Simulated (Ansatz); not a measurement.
A computed series for hypothetical CsCl type NbP: response to strain

The parent structure is NbP in the CsCl type structure (space group Pm-3m, No. 221; a = 3.0793 Å; a hypothetical phase, not in the database extracts checked; relaxed with 0.1 eV smearing). Axes: x, y, z lie along the cube axes.

Strains are applied to the cell and any free atomic positions relax; under biaxial strain the out-of-plane vector relaxes too.

Calculations: PBEsol (Ansatz, an electronic-structure program, PAW, no spin-orbit coupling).

Candidates:
(a) tensor shear ε_yz = −1.44 %
(b) uniaxial strain ε_xx = +5.94 %
(c) biaxial strain +2.19 %, plane normal [001], relaxed out of plane
(d) biaxial strain −2.78 %, plane normal [001], relaxed out of plane
(e) biaxial strain −0.66 %, plane normal [110], relaxed out of plane

Notes on the quantities. energy relative to the base: free energy F.

Q: Order them by energy relative to the base, highest first.

A: (b) uniaxial strain ε_xx = +5.94 % (+56 meV/atom), (d) biaxial strain −2.78 %, plane normal [001], relaxed out of plane (+31 meV/atom), (c) biaxial strain +2.19 %, plane normal [001], relaxed out of plane (+18 meV/atom), (a) tensor shear ε_yz = −1.44 % (+4.9 meV/atom), (e) biaxial strain −0.66 %, plane normal [110], relaxed out of plane (+1.7 meV/atom)

Whether these cells are dynamically stable was not tested. All final runs are without spin polarisation.
